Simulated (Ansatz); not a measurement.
We consider CdTe (within 0.1 Å of P6₄22, No. 181, 6 atoms in the cell; start mp-1492; a measured phase of this formula has another space group), described by r²SCAN+SOC in Ansatz (plane waves, PAW).

Run with plane-wave cutoff 560 eV, 18×18×6 k mesh (along the axes of the cell as run), Fermi–Dirac smearing 0.05 eV, PAW data made under PBE.

Cell (relaxed with PBEsol):

```
CdTe
1.0
    4.52227     0.00000     0.00000
   -2.26113     3.91640     0.00000
    0.00000     0.00000    10.26532
Cd Te
3 3
Direct
  0.00000   0.49414   0.66667
  0.50586   0.50586   0.00000
  0.49414   0.00000   0.33333
  0.00000   0.49712   0.16667
  0.50288   0.50288   0.50000
  0.49712   0.00000   0.83333
```

### Question
Predict the band gap.

### Answer

* **band gap**: 0.61 eV (on the SCF k mesh)

Note: cell and atoms aren't relaxed at this level (pressure 1.9 GPa).

Static lattice: no zero-point or thermal effects.

The result took roughly 50 core-minutes.

A start named mp-… is a Materials Project structure, which need not be a measured phase.

Ansatz is an electronic-structure program.
